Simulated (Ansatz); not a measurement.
The starting structures come from a database of crystals and need not be the phases stable at ambient conditions.

Evanescent states of Zn(GaTe2)2 (I-4, not sure to be the ambient phase, 7 atoms a cell, 30.8 Å³ an atom) along the normal of (110)

Method: r2SCAN (plane waves, PAW; Ansatz, an electronic-structure program).

The gap is the functional's own, uncorrected, and κ follows it; spin-orbit coupling is left out. Mid-gap values are interpolated between the computed energies.

Energies count from the valence-band top; κ is the least over a 6×6 mesh across the current.

```csv
E (eV),κ (1/Å),where
0.04,0.035,Γ
0.14,0.058,Γ
0.23,0.073,Γ
0.32,0.083,Γ
0.41,0.091,Γ
0.49,0.098,Γ
0.58,0.102,Γ
0.68,0.105,Γ
0.77,0.107,Γ
0.85,0.107,Γ
0.94,0.106,Γ
1.03,0.103,Γ
1.12,0.099,Γ
1.22,0.093,Γ
1.30,0.083,Γ
1.40,0.061,Γ
1.49,0.014,off Γ
```

Problem. How thick must the barrier be to attenuate the transmission by 10^6 when the electrodes' Fermi level lies at 0.41 eV, and what attenuation does that film give at 1.03 eV?

Solution. d = 6 ln 10 / (2 × 0.091) = 75.9 Å. At 1.03 eV it gives 6 × 0.103/0.091 = 6.8 decades.
